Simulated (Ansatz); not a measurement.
Input and output of a self-consistent single point for CdF2 (Fm-3m, 3 atoms in the cell) (Ansatz, a first-principles code)

Computed with LDA (PW92), default PAW files made with PBE (plane waves; Ansatz).

This input was run:

Ansatz 0.2 input:
```yaml
# CdF2
crystal:
  lattice:
    - [0.000000, 2.686915, 2.686915]
    - [2.686915, 0.000000, 2.686915]
    - [2.686915, 2.686915, 0.000000]
  atoms:
    - { symbol: Cd, position: [0.000000, 0.000000, 0.000000] }
    - { symbol: F, position: [0.250000, 0.250000, 0.250000] }
    - { symbol: F, position: [0.750000, 0.750000, 0.750000] }
basis:
  ecutwfc: 420.0
kpoints:
  mp_grid: { grid: [8, 8, 8] }
hamiltonian:
  xc: lda
  pseudopotentials: { kind: paw }
scf:
  occupations: { method: fermi_dirac, width: 0.02 }
output:
  forces: true
  eigenvalues: true
  stress: true
```

The program printed (abridged):

```
WARN ansatz: RAYON_NUM_THREADS=1 ignored (pool sized by the plan → 1); use --threads N
Pseudopotentials: kind: paw
Pseudopotential: Cd, paw, valence charge 20
Pseudopotential: F, paw, valence charge 7
Crystal: 3 atoms, lattice volume = 38.796 Å³
Basis set: ecut = 420 eV, 749 PW (Γ)
Bands: 21, of which v1, the nominal top of the filled ones, is band 17 counted from 1 (16 counted from 0)
Symmetry: 48 space group operations
Space group: Fm-3m (ITA 225), of the structure as read, at distance tolerance 3.4e-5 Å
k-points: 29 of 512
PAW frozen core: Cd, regenerated for the run's functional, and the local potential with it
PAW frozen core: F, regenerated for the run's functional, and the local potential with it
Initial density: superposition of atomic densities (neutral atoms: chi_scale 0, normalization atom), corrected by the library's trained network
Initial wavefunctions: pseudopotential atomic-orbital guess
Eigensolver: davidson
Functional: x = slater, c = lda
SCF iter   1: F=—  HF=-9706.371918 eV  |F-HF|=—  |Δ(HF+E_count)|=         —  Δρ=2.37e-2  dr2=1.54e-1  ethr=1.77e-3  ⟨swp⟩=5.2  Hψ=2537  notcnv=0
all-band conjugate gradients solve this SCF's bands
preconditioner: auto → none
SCF iter   2: F=—  HF=-9706.335573 eV  |F-HF|=—  |Δ(HF+E_count)|=   3.63e-2  Δρ=1.27e-2  dr2=3.14e-2  ethr=4.54e-4  ⟨swp⟩=2.0  Hψ=1334  notcnv=0
SCF iter   3: F=—  HF=-9706.325815 eV  |F-HF|=—  |Δ(HF+E_count)|=   9.76e-3  Δρ=2.03e-3  dr2=7.70e-4  ethr=9.24e-5  ⟨swp⟩=2.0  Hψ=1096  notcnv=0
SCF iter   4: F=—  HF=-9706.325571 eV  |F-HF|=—  |Δ(HF+E_count)|=   2.45e-4  Δρ=8.60e-4  dr2=9.14e-5  ethr=2.27e-6  ⟨swp⟩=1.5  Hψ=704  notcnv=0
SCF iter   5: F=—  HF=-9706.325538 eV  |F-HF|=—  |Δ(HF+E_count)|=   3.28e-5  Δρ=2.83e-5  dr2=1.52e-7  ethr=2.69e-7  ⟨swp⟩=2.0  Hψ=986  notcnv=0
SCF iter   6: F=-9706.325538 eV  HF=-9706.325538 eV  |F-HF|=5.13e-10  |Δ(HF+E_count)|=   6.89e-9  Δρ=3.98e-6  dr2=2.89e-9  ethr=2.94e-10  ⟨swp⟩=4.8  Hψ=2255  notcnv=0
SCF 1 converged in 6 iterations: F = -9706.325538 eV  dr2 = 2.89e-9
SCF converged after 6 iterations
Free energy (F): -9706.325538 eV
Harris-Foulkes:  -9706.325538 eV  (|F-HF|=5.13e-10)
Internal energy: -9706.325538 eV  (E = F + TS)
E sigma→0 (E₀):  -9706.325538 eV
Fermi energy:    7.562622 eV
--- Per-component energies (eV) ---
  E_band       = -488.698095
  E_kinetic    = 914.625321
  E_local      = -4219.800291  (includes V_loc(G=0)·N_el)
  E_nonlocal   = 195.934399
  E_hartree    = 1861.032542
  E_xc         = -329.795047
  E_vxc        = -421.095337  (∫ρ·V_xc dr)
  E_paw        = -4325.459082  (= ΣΔE_a)
  E_vpaw       = -680.428710  (= ΣTr[D̂ρ^β])
  E_aug_tail   = 0.004024  (compensation charges beyond the density's cutoff)
  E_ewald      = -3803.860476
  E_core_change = 0.993072  (= ΣΔE_core)
  E_smearing   = -0.000000  (= −TS)
  E_closure    = -0.000000  (closes the sum)
  Σ components = -9706.325538   (vs F -9706.325538, Δ=0.00e0)
--- Forces (eV/Å), atoms counted from 1 ---
  atom   1  Cd    -0.00000000     0.00000000    -0.00000000
   [... zero for the other atoms too ...]
  max |Σ_I F_I| component: 9.25e-18 eV/Å
--- Stress (GPa, compression-positive) ---
       -4.908539      -0.000000       0.000000
       -0.000000      -4.908539      -0.000000
        0.000000       0.000000      -4.908539
  P = ⅓ Tr σ = -4.9085 GPa (-49.085 kbar)
  The stress holds the Pulay correction. Without it, at fixed plane waves, as pw.x and ABINIT print it: P = -5.8146 GPa
--- Band table (eV; the first three rows and the last of 29) ---
  k-point 0: bands = ["-91.9812", "-53.1598", "-53.1598", "-53.1598", "-14.3838", "-13.1868", "0.4751", "0.4751", "0.4751", "1.7911", "1.7911", "5.0872", "5.0872", "5.0872", "5.6567", "5.6567", "5.6567", "8.9610", "18.4711", "18.4711", "18.4711"]
  k-point 1: bands = ["-91.9812", "-53.1602", "-53.1599", "-53.1599", "-14.3297", "-13.2348", "0.5372", "0.5372", "0.6493", "1.7705", "1.7705", "4.5970", "4.9872", "4.9872", "5.5286", "5.6600", "5.6600", "9.5608", "17.7483", "18.7085", "18.7085"]
  k-point 2: bands = ["-91.9812", "-53.1611", "-53.1600", "-53.1600", "-14.1827", "-13.3645", "0.6813", "0.6813", "1.1197", "1.7520", "1.7520", "3.8342", "4.7004", "4.7004", "4.9732", "5.6879", "5.6879", "10.8849", "16.5784", "19.3230", "19.3230"]
  k-point 28: bands = ["-91.9811", "-53.1617", "-53.1617", "-53.1608", "-13.7322", "-13.7322", "1.0633", "1.4270", "1.5102", "1.6600", "1.6600", "2.5685", "3.4924", "4.5433", "4.5433", "5.4764", "6.1220", "14.0008", "17.2146", "17.5677", "17.5677"]
```

The run converged in 6 iterations.

The starting cell has typed, rounded lattice constants, without a prior relaxation at this level. Its lattice was rescaled by up to half a per cent. With a pressure of about -5 GPa the cell is away from its equilibrium volume at this level. Ansatz's pressure includes its estimate of the finite-basis (Pulay) stress. Without the estimate this run gives -5.81 GPa.
